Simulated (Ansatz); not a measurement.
**PBE against r2SCAN: GaN, x(Al) = 0.333, 6 atoms, Imm2**

Base system: GaN in the zinc blende structure (space group F-43m, No. 216; a = 4.549 Å).

(Cell as relaxed with PBE.)

Levels (all Ansatz, an electronic-structure program, PAW): PBE (420 eV, scalar-relativistic without spin-orbit coupling); r2SCAN (500 eV, no SOC).

Each level relaxes its own structure.

```json
[
 {"base": "volume per atom", "PBE": "11.76 Å³", "r2SCAN": "11.37 Å³"},
 {"base": "lattice parameter a", "PBE": "4.549 Å", "r2SCAN": "4.498 Å"},
 {"base": "band gap", "PBE": "1.54 eV", "r2SCAN": "2.17 eV"}
]
```

Perturbation: Al replaces 33.3 % of the Ga, ordered in a cell of 6 atoms (starting symmetry Imm2) and fully relaxed.

| quantity | PBE | r2SCAN |
|---|---|---|
| shift of the gap caused by the change | +0.73 eV | +0.79 eV |
| gap character (in this cell's own zone, which can be folded) | direct at Γ | direct at Γ |
| valence-band top at Γ (three highest levels, from the VBM) | 0.00, -0.03, -0.08 eV | 0.00, -0.04, -0.09 eV |
| volume per atom | 11.38 Å³ | 11.05 Å³ |

PBE's shift of the gap caused by the change lies 0.06 eV below r2SCAN's; PBE's volume per atom lies 0.336 Å³ above r2SCAN's (3.0 %); the two agree on the gap character. Neither level is exact; r2SCAN is the comparison here, not a measurement.

Each cell is one ordered arrangement of few atoms, which overstates ordering effects compared with a random alloy. Whether these cells are dynamically stable was not tested. This is not the structure that GaN has at room temperature and ambient pressure. This is not the structure that AlN has at room temperature and ambient pressure. Labels are those of the standard path for the cell's own space group.
